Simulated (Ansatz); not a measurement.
**Hypothetical P6_3/mmc SnSe2: thickness series**

Base system: SnSe2 in the 2H-MoS2 type structure (space group P6_3/mmc, No. 194; a hypothetical phase, not in the database extracts checked; layered, stacked along the Cartesian z axis).

SnSe2 has the hexagonal space group P6₃/mmc (No. 194), Pearson symbol hP6. Conventional cell: a = b = 3.7696 Å, c = 11.2916 Å, α = β = 90.00°, γ = 120.00°. Sn on 2c has 6 Se at 2.779 Å (trigonal prismatic). Se on 4f has 3 Sn at 2.779 Å (trigonal pyramidal). (Neighbours: up to the widest gap in distance over summed covalent radii, below 1.35, at either atom; cation-cation and far metal-metal contacts left out.)

Free-standing slabs (3 atom(s) a layer) normal to the stacking axis with 15 Å of vacuum; in-plane cell relaxed.

Calculations: PBEsol-D3(BJ) (Ansatz, an electronic-structure program), no SOC.

Notes on the quantities. layer's space group: with vacuum; excess energy per area of both faces: slab less bulk energy over the cell's area: twice a surface energy; uncertain by up to 0.2 J/m².

| case | layer's space group | excess energy per area of both faces | shortest interatomic distance | in-plane lattice parameter a |
|---|---|---|---|---|
| base | – | – | 2.779 Å | 3.770 Å |
| 1 layer | P-6m2 (No. 187) | 0.98 J/m² | 2.736 Å | 3.698 Å |
| 2 layers | P-3m1 (No. 164) | 0.9 J/m² | 2.725 Å | 3.735 Å |
| 3 layers | P-6m2 (No. 187) | 0.9 J/m² | 2.732 Å | 3.749 Å |
| 4 layers | P-3m1 (No. 164) | 0.9 J/m² | 2.730 Å | 3.753 Å |

The excess energy carries the mismatch between the slab's and the bulk's meshes. Whether these cells are dynamically stable was not tested. All final runs are without spin polarisation.
